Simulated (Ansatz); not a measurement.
Given:

End structure of a constructed model of the (111) surface of fcc Pt, p(2x2) layer of I, one a cell, on the site that continues the host's stacking (bottom of the slab: a bare face, its two planes held):

```yaml
crystal:
  lattice:
    - [5.61443, 0.00000, 0.00000]
    - [-2.80721, 4.86224, 0.00000]
    - [0.00000, 0.00000, 30.00000]
  atoms:
    - { symbol: Pt, position: [0.16667, 0.83333, 0.26952] }
    - { symbol: Pt, position: [0.16667, 0.33333, 0.26952] }
    - { symbol: Pt, position: [0.66667, 0.83333, 0.26952] }
    - { symbol: Pt, position: [0.66667, 0.33333, 0.26952] }
    - { symbol: Pt, position: [0.33333, 0.66667, 0.34592] }
    - { symbol: Pt, position: [0.33333, 0.16667, 0.34592] }
    - { symbol: Pt, position: [0.83333, 0.66667, 0.34592] }
    - { symbol: Pt, position: [0.83333, 0.16667, 0.34592] }
    - { symbol: Pt, position: [0.50000, 0.50000, 0.42156] }
    - { symbol: Pt, position: [0.50002, 0.00001, 0.42215] }
    - { symbol: Pt, position: [0.99999, 0.49998, 0.42215] }
    - { symbol: Pt, position: [0.99999, 0.00001, 0.42215] }
    - { symbol: Pt, position: [0.66725, 0.33275, 0.49814] }
    - { symbol: Pt, position: [0.66725, 0.83450, 0.49814] }
    - { symbol: Pt, position: [0.16550, 0.33275, 0.49814] }
    - { symbol: Pt, position: [0.16667, 0.83333, 0.49811] }
    - { symbol: Pt, position: [0.83333, 0.16667, 0.57674] }
    - { symbol: Pt, position: [0.83438, 0.66719, 0.57363] }
    - { symbol: Pt, position: [0.33281, 0.16562, 0.57363] }
    - { symbol: Pt, position: [0.33281, 0.66719, 0.57363] }
    - { symbol: Pt, position: [0.99581, 0.00419, 0.65225] }
    - { symbol: Pt, position: [0.99581, 0.49162, 0.65225] }
    - { symbol: Pt, position: [0.50838, 0.00419, 0.65225] }
    - { symbol: Pt, position: [0.50000, 0.50000, 0.64915] }
    - { symbol: I, position: [0.16667, 0.83333, 0.72406] }
```

Slab: 25 atoms, 13.8 Å thick at the start; k 8x8x1, smearing 0.1 eV, dipole-corrected; 8 atoms held, the rest relaxed; symmetry of the start imposed; no spin, no spin-orbit, no U. It is one candidate, not shown to be the stable structure of the face.

Question: Give the work function of the top face at the level PBE (Ansatz, a quantum-chemistry and plane-wave program).

Answer: 4.38 eV
